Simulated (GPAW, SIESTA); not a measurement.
A GPAW input for a self-consistent single point of CuI (F-43m, 2 atoms in the cell) (DFT PBEsol, plane waves, GPAW PAW datasets PBEsol (made by gpaw-setup)):

```python
from ase import Atoms
from ase.units import GPa
from gpaw import GPAW

atoms = Atoms(['Cu', 'I'],
              cell=[[0.000000, 3.025000, 3.025000],
                    [3.025000, 0.000000, 3.025000],
                    [3.025000, 3.025000, 0.000000]],
              scaled_positions=[[0.000000, 0.000000, 0.000000],
                                [0.250000, 0.250000, 0.250000]],
              pbc=True)

calc = GPAW(mode={'name': 'pw', 'ecut': 800},
            xc='PBEsol',
            kpts=(5, 5, 5),
            occupations={'name': 'fermi-dirac', 'width': 0.01},
            nbands=-4,
            convergence={'bands': -2},
            symmetry={'symmorphic': False, 'tolerance': 0.0005},
            maxiter=150)

atoms.calc = calc

energy = atoms.get_potential_energy()
print('Energy (eV):', round(energy, 6))
forces = atoms.get_forces()
print('Forces (eV/Ang):')
print(forces.round(5))
stress = atoms.get_stress()
print('Stress (GPa, Voigt):', (stress / GPa).round(4))
```

Task: Give the SIESTA input for the same structure, mesh, smearing and functional.

Result: One input that does it (others would too):

```
# files in the folder: Cu.psml I.psml (PseudoDojo PBEsol standard)
SystemName  CuI
SystemLabel siesta

NumberOfAtoms                2
NumberOfSpecies              2
%block ChemicalSpeciesLabel
  1 29 Cu
  2 53 I
%endblock ChemicalSpeciesLabel
LatticeConstant              1.0 Ang
%block LatticeVectors
     0.000000000    3.025000000    3.025000000
     3.025000000    0.000000000    3.025000000
     3.025000000    3.025000000    0.000000000
%endblock LatticeVectors
AtomicCoordinatesFormat      Bohr
%block AtomicCoordinatesAndAtomicSpecies
     0.000000000    0.000000000    0.000000000  1
     2.858210763    2.858210763    2.858210763  2
%endblock AtomicCoordinatesAndAtomicSpecies

XC.functional                GGA
XC.authors                   PBEsol
PAO.BasisSize                DZP
PAO.EnergyShift              0.005 Ry
MeshCutoff                   350 Ry
%block kgrid.MonkhorstPack
    5   0   0  0.0
    0   5   0  0.0
    0   0   5  0.0
%endblock kgrid.MonkhorstPack
OccupationFunction           FD
ElectronicTemperature        10.0 meV

MaxSCFIterations             150
SCF.Mixer.Method             Broyden
SCF.Mixer.Weight             0.25
SCF.Mixer.History            6
SCF.DM.Tolerance             1.0E-05
Diag.ParallelOverK           true
WriteForces                  true
```

Basis, cutoffs, solver keys and any potentials are the target program's own. This input uses DFT, GGA PBEsol, numerical atomic orbitals DZP, PseudoDojo PBEsol standard norm-conserving potentials (rewritten from UPF to PSML). Both were run: pressure -1.75 GPa in GPAW and -1.65 in SIESTA; gap on the mesh 1.044 eV in GPAW and 1.765 in SIESTA.

On SIESTA: the starting cell has typed, rounded lattice constants, without a prior relaxation at this level. Spin-orbit coupling is off. Values carry the incompleteness of an atom-centred basis.

On GPAW: the starting cell has typed, rounded lattice constants, without a prior relaxation at this level. Spin-orbit coupling is off.
